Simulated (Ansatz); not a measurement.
Take HgTe in the zinc blende structure (space group F-43m, No. 216; a = 6.651 Å) as the base.

(Cell as relaxed with PBE.)

Levels (all Ansatz, a quantum-chemistry and plane-wave program, PAW): PBE (420 eV, no spin-orbit coupling); PBEsol (420 eV, no SOC).

Each level relaxes its own structure.

```
base                      PBE    PBEsol
-------------------  --------  --------
volume per atom      36.77 Å³  34.48 Å³
lattice parameter a   6.651 Å   6.510 Å
band gap                 zero      zero
```

Now apply this change: every lattice vector is stretched by 0.63 %, atoms relaxed at fixed cell.

```json
[
 {"quantity": "pressure", "PBE": "-0.6 GPa", "PBEsol": "?"},
 {"quantity": "energy relative to the base (free energy F)", "PBE": "+1.4 meV/atom", "PBEsol": "?"},
 {"quantity": "band gap", "PBE": "zero", "PBEsol": "?"}
]
```

Task: Given the PBE results, estimate those of PBEsol.

Result: 
- pressure, PBEsol: -0.8 GPa
- energy relative to the base (free energy F), PBEsol: +1.6 meV/atom
- band gap, PBEsol: zero

The two agree on the band gap. Neither level is exact; PBEsol is the comparison here, not a measurement.

A case with no gap was solved on a k-mesh chosen for an insulator, which is coarse for it. Spin-orbit coupling, missing from the scalar runs, can matter with Hg and Te. The cells carry an imposed strain or load. Stability against distortions was not tested. All final runs are without spin polarisation. The zero or small gap of HgTe can change with the level of theory.
